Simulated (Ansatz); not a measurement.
Results of LDA (Ansatz, a quantum-chemistry and plane-wave program, PAW) for fluorite NiSi₂.

Run with plane-wave cutoff 520 eV, 14×14×14 k mesh, Fermi–Dirac smearing 0.1 eV, perturbation theory, no spin polarisation, scalar-relativistic PAW data made under PBE.

Computed at the level's own relaxed cell.

Harmonic phonon frequencies (cm⁻¹; i marks an imaginary mode):

| q point | frequencies |
|---|---|
| Γ | 0 0 0 313 313 313 336 336 336 |
| X | 145 145 253 253 257 260 386 386 422 |
| L | 106 106 268 304 304 351 351 353 396 |

No imaginary mode appears at these points.
